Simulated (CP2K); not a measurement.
Band structure of AlSn (P-6m2, 2 atoms in the cell).

```
CELL_PARAMETERS angstrom
      4.19811     0.00000     0.00000
     -2.09905     3.63567     0.00000
      0.00000     0.00000     3.30685
ATOMIC_POSITIONS crystal
  Al 0.00000 0.00000 0.00000
  Sn 0.33333 0.66667 0.50000
```

Computed with CP2K 2026.2 with LDA (Pade form), GPW, DZVP-MOLOPT-SR-GTH basis, GTH-PADE potentials (GTH_POTENTIALS).

Settings: CUTOFF = 400 Ry; REL_CUTOFF = 50 Ry; SMEAR/METHOD = GAUSSIAN; SIGMA = 0.1 eV; KPOINTS/SCHEME = MONKHORST-PACK 7 7 8; GAMMA_CENTERED = T; XC_FUNCTIONAL = PADE; Al/BASIS_SET = DZVP-MOLOPT-SR-GTH-q3; Al/POTENTIAL = GTH-PADE-q3; Sn/BASIS_SET = DZVP-MOLOPT-SR-GTH-q4; Sn/POTENTIAL = GTH-PADE-q4; METHOD = GPW; EPS_DEFAULT = 1e-11; EXTRAPOLATION = USE_GUESS.

The starting cell comes from a database of computed structures (which also holds hypothetical and non-ambient phases and stackings), without a prior relaxation at this level. Values carry the incompleteness of an atom-centred basis.

Levels in eV from the Fermi level, bands 1 to 5:
```json
[
 {"point": "Γ", "1": "-10.47", "2": "-0.20", "3": "-0.20", "4": "0.62", "5": "2.69"},
 {"point": "M", "1": "-8.71", "2": "-6.33", "3": "-1.80", "4": "0.60", "5": "4.55"},
 {"point": "K", "1": "-8.30", "2": "-6.34", "3": "-3.94", "4": "5.15", "5": "5.75"},
 {"point": "A", "1": "-7.52", "2": "-6.22", "3": "2.72", "4": "2.72", "5": "3.73"},
 {"point": "L", "1": "-5.85", "2": "-4.24", "3": "-3.16", "4": "-2.37", "5": "1.24"},
 {"point": "H", "1": "-5.51", "2": "-3.64", "3": "-3.10", "4": "-2.62", "5": "-0.84"}
]
```

Bands cross the Fermi level along this path, so the cell is metallic at this level.

Higher empty bands are left out: an atom-centred basis made for the valence describes them poorly.
